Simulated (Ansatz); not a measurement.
Base system: CdTe in the zinc blende structure (space group F-43m, No. 216).

```
CdTe
1.0
    0.00000     3.27881     3.27881
    3.27881     0.00000     3.27881
    3.27881     3.27881     0.00000
Te Cd
1 1
Cartesian
  4.91821   4.91821   4.91821
  0.00000   0.00000   0.00000
```

Cartesian axes are those of the cell as printed.

Level of theory: r2SCAN, PAW, 500 eV (Ansatz, an electronic-structure program; without spin-orbit coupling).

Strains are applied to the cell and any free atomic positions relax.

One change was made to it. Results:

| quantity | base | after |
|---|---|---|
| energy relative to the base (free energy F) | 0 meV/atom | +0.3 meV/atom |
| valley order (the lowest conduction-band minima on the path, energy above the VBM, named in the base's zone) | Γ 1.17 eV; L along ⟨111⟩ 2.20 eV | Γ 1.19 eV; L along ⟨111⟩ 2.21 eV |

Task: Which of these changes matches the shifts?
A) isotropic strain −0.25 %
B) tensor shear ε_yz = −1.66 %
C) isotropic strain −2.67 %
D) uniaxial strain ε_yy = −5.68 %

Result: A, isotropic strain −0.25 %. For comparison, the valley order in the other runs: uniaxial strain ε_yy = −5.68 % gives Γ 1.23 eV; L along [1-11] 2.12 eV; a point along [010], about 0.8 Å⁻¹ from Γ 2.49 eV; tensor shear ε_yz = −1.66 % gives Γ 1.07 eV; L along [111] 2.00 eV; L along [1-11] 2.23 eV; isotropic strain −2.67 % gives Γ 1.43 eV; L along ⟨111⟩ 2.29 eV; X along ⟨100⟩ 2.79 eV.

With Te present, leaving out spin-orbit coupling can change the band edges. The levels and masses belong to the bands next to the band gap. Stability against distortions was not tested.
